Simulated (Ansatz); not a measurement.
Base system: Pd in the fcc (Cu type) structure (space group Fm-3m, No. 225; relaxed with 0.1 eV smearing).

```cif
data_Pd4
_chemical_formula_sum 'Pd4'
_space_group_name_H-M_alt 'Fm-3m'
_space_group_IT_number 225
_space_group_name_Hall '-F 4 2 3'
_cell_length_a 3.94549
_cell_length_b 3.94549
_cell_length_c 3.94549
_cell_angle_alpha 90.000
_cell_angle_beta 90.000
_cell_angle_gamma 90.000
loop_
_atom_site_label
_atom_site_type_symbol
_atom_site_symmetry_multiplicity
_atom_site_Wyckoff_symbol
_atom_site_fract_x
_atom_site_fract_y
_atom_site_fract_z
_atom_site_occupancy
Pd1 Pd 4 a 0.00000 0.00000 0.00000 1
```
(The calculation used a cell of 1 atom; values per cell refer to that cell.)

Method: DFT with PBE, PAW potentials and a 420 eV plane-wave cutoff in Ansatz (an electronic-structure program), no spin-orbit coupling.

Before the change:

- Pressure = 0.0 GPa
- Band gap = zero

Now apply this change: every lattice vector is stretched by 2.50 %; the atoms relax in the strained cell.

Question: Estimate the effect on the energy relative to the base.

Answer: The energy goes up by 40 meV/atom.

Question: What happens to the pressure?

Answer: The pressure goes from zero to -10.0 GPa.

Question: How does this affect the band gap?

Answer: The band gap stays zero.

Whether these cells are dynamically stable was not tested. The final runs are not spin-polarised. Pd lies near a magnetic instability that expansion can trigger; it was not tested.
